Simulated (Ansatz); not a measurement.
Gd in the hcp (Mg type) structure (space group P6_3/mmc, No. 194; ferromagnetic)

```
Gd
1.0
    3.64835     0.00000     0.00000
   -1.82418     3.15957     0.00000
    0.00000     0.00000     5.83480
Gd
2
Cartesian
  0.00000   2.10638   4.37610
  1.82418   1.05319   1.45870
```

Level of theory: DFT with PBE, PAW potentials and a 420 eV plane-wave cutoff in Ansatz (a quantum-chemistry and plane-wave program), no SOC. k-mesh 15×15×8 (Γ-centred); smearing 0.05 eV (Fermi–Dirac).

```json
{
  "volume_per_atom": "33.63 Å³",
  "density": "7.76 g/cm³",
  "band_gap": "zero",
  "magnetic_state": "ferromagnetic",
  "total_energy": "-9332.220 eV/atom (σ→0; compares only within this code and set-up)"
}
```

The magnetic state is the one reached from the starting moments; the real material's order can differ, and small cells can't hold many antiferromagnetic ones. The state of the 4f shell was not checked for lower solutions. No phonon test of stability was made.
